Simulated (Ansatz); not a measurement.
Here is the system:

```xyz
1
Lattice="2.6994 0.0000 0.0000 1.3497 2.3377 0.0000 1.3497 -0.7792 2.1897" Properties=species:S:1:pos:R:3 pbc="T T T"
Rh     0.0000     0.0000     0.0000
```

No spin polarisation.

Computed with r2SCAN in Ansatz (plane waves to 500 eV, PAW, no spin-orbit coupling). Γ-centred 30×30×30 mesh, Fermi–Dirac width 0.1 eV.

Question: Predict the pressure (mean of the normal stresses, compression positive).

Answer: -1.7 GPa.

Question: What is the computed band gap?

Answer: Zero.

The cells carry an imposed strain or load. No phonon test of stability was made. The final runs are not spin-polarised. The cell was made from Rh in the fcc (Cu type) structure (space group Fm-3m, No. 225) by this change: biaxial strain +0.42 %, plane normal [111], relaxed out of plane.

Ansatz is a quantum-chemistry and plane-wave program.
